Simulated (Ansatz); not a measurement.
Reference: NaPt2 (Fd-3m), PBEsol, DFPT electron-phonon coupling, linearised Boltzmann equation (plane waves, PAW, scalar-relativistic; Ansatz, a first-principles code); geometry: relaxed with this functional, without spin-orbit coupling.

```xyz
6
Lattice="0.0000 3.7390 3.7390 3.7390 0.0000 3.7390 3.7390 3.7390 0.0000" Properties=species:S:1:pos:R:3 pbc="T T T"
Na     3.7390     3.7390     3.7390
Na     5.6086     5.6086     5.6086
Pt     0.9348     0.9348     0.9348
Pt     0.9348     2.8043     2.8043
Pt     2.8043     2.8043     0.9348
Pt     2.8043     0.9348     2.8043
```

| Property | Result |
|---|---|
| resistivity at 300 K | 12.7 μΩ·cm |

Question: Swap Na for Sr, keeping the structure type. How do these values move?

Answer: SrPt$_{2}$ (Fd-3m): volume per atom 17.4 to 19.4 Å³; resistivity at 300 K rises (12.7 μΩ·cm to 26 μΩ·cm).

Question: Swap Na for Ca, keeping the structure type. How do these values move?

Answer: CaPt$_{2}$ (Fd-3m): volume per atom 17.4 to 18.3 Å³; resistivity at 300 K rises (12.7 μΩ·cm to 26 μΩ·cm).

Question: Replace Pt by Au on the same sites and relax. What happens?

Answer: NaAu2 (Fd-3m): volume per atom 17.4 to 19.8 Å³; resistivity at 300 K falls (12.7 μΩ·cm to 8.7 μΩ·cm).

Moves up to 14 % count as about the same. Metals; harmonic phonons alone scatter; means over directions. Halving the electron mesh moves these values by up to 10 %; q meshes are mostly untested. Some of the runs warned that the eigensolver left states short of its tolerance. Spin-orbit coupling is left out.

Formula and space group known from diffraction (Crystallography Open Database), not checked to be the room-temperature form: NaAu2 (Fd-3m), NaPt2 (Fd-3m). Computed structure with no diffraction record at hand here (it may be known, metastable or hypothetical): CaPt2 (Fd-3m), SrPt2 (Fd-3m). The missing spin-orbit coupling matters most for CaPt2 (Fd-3m), NaAu2 (Fd-3m), NaPt2 (Fd-3m), SrPt2 (Fd-3m).
